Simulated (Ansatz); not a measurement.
Results of PBE (plane waves, PAW; Ansatz, a program for electronic structure) for BBi (model structure, started from the WC type, P-6m2, No. 187, 2 atoms in the cell).

Settings: plane-wave cutoff 520 eV, 18×18×18 k mesh, Fermi–Dirac smearing 0.05 eV, scalar-relativistic PAW data made under PBE.

Cell (relaxed at this level):

BiB is modelled in the hexagonal space group P-6m2 (No. 187), Pearson symbol hP2. Lattice parameters: a = 3.6361 Å, b = 3.6361 Å, c = 3.3693 Å, α = 90.00°, β = 90.00°, γ = 120.00°. B on 1a is surrounded by 6 Bi at 2.692 Å (trigonal prismatic). Bi on 1f has 6 B at 2.692 Å and 2 Bi at 3.369 Å and 6 Bi at 3.636 Å. (Neighbours: up to the widest gap in distance over summed covalent radii, below 1.35, at either atom; cation-cation and far metal-metal contacts left out.)

Q: Predict the bulk modulus.

A: 
- bulk modulus: 69.0 GPa

The run finds no gap.

Note: the bulk modulus is −V dP/dV from two relaxed cells at ±2 % in volume; the relaxation could raise the start's symmetry but not lower it, so the cell can be a saddle point.

Spin–orbit coupling is not included; it can open a gap where bands touch, and shift volumes and moduli.

Static lattice: no zero-point or thermal effects.

A model structure was made by putting elements into a prototype or built by hand; it is no filed structure, need not be a known phase, and can be a saddle point held by its symmetry.
